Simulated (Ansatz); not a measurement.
Seebeck coefficient (μV/K, mean over directions) of p-type Be2C (Fm-3m) against carrier density, PBEsol, rigid bands (Ansatz, a first-principles code). Computed gap 1.08 eV; densities at which minority carriers matter at this gap, or further valleys turn the trend, are left out. Conductivity mass 0.43 mₑ (harmonic mean over directions), N_v = 4.8e19 cm⁻³ at 300 K.

```csv
hole density,300 K,500 K,800 K
1e18 cm⁻³,(withheld),609,668
3e18 cm⁻³,451,515,(withheld)
1e19 cm⁻³,348,412,470
3e19 cm⁻³,257,318,376
1e20 cm⁻³,(withheld),220,275
3e20 cm⁻³,92,138,187
1e21 cm⁻³,42,69,105
```

Task: Fill in the missing entries.

Result: 
- 1e18 cm⁻³, 300 K: 545
- 3e18 cm⁻³, 800 K: 574
- 1e20 cm⁻³, 300 K: 163

Rigid bands with a gap fixed in temperature, one relaxation time for all states, no polarons or phonon drag, and whether or not such doping can be reached. Spin-orbit coupling is left out.

Formula and space group known from diffraction (Crystallography Open Database), not checked to be the room-temperature form: Be2C (Fm-3m).
